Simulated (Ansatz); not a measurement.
# GaN: response to strain

Take GaN in the zinc blende structure (space group F-43m, No. 216) as the base.

```
CELL_PARAMETERS angstrom
      0.00000     2.24895     2.24895
      2.24895     0.00000     2.24895
      2.24895     2.24895     0.00000
ATOMIC_POSITIONS crystal
  Ga 0.00000 0.00000 0.00000
  N  0.25000 0.25000 0.25000
```

Cartesian axes are those of the cell as printed.

Strains are applied to the cell and any free atomic positions relax; under biaxial strain the out-of-plane vector relaxes too.

The values are results of Ansatz (a quantum-chemistry and plane-wave program), r2SCAN, PAW, cutoff 500 eV, scalar-relativistic without spin-orbit coupling, not measurements.

Notes on the quantities. pressure: mean of the normal stresses, compression positive.

| change | shortest interatomic distance | out-of-plane strain | pressure |
|---|---|---|---|
| base | 1.948 Å | – | 0.00 GPa |
| biaxial strain −3.00 %, plane normal [001], relaxed out of plane | 1.930 Å | +3.09 % | 6.09 GPa |
| biaxial strain −2.50 %, plane normal [001], relaxed out of plane | 1.933 Å | +2.60 % | 4.99 GPa |
| biaxial strain −2.00 %, plane normal [001], relaxed out of plane | 1.936 Å | +2.09 % | 3.92 GPa |
| biaxial strain −1.50 %, plane normal [001], relaxed out of plane | 1.939 Å | +1.58 % | 2.88 GPa |
| biaxial strain −1.00 %, plane normal [001], relaxed out of plane | 1.942 Å | +1.06 % | 1.89 GPa |
| biaxial strain −0.50 %, plane normal [001], relaxed out of plane | 1.945 Å | +0.53 % | 0.93 GPa |

Stability against distortions was not tested. This is not the structure that GaN has at room temperature and ambient pressure.
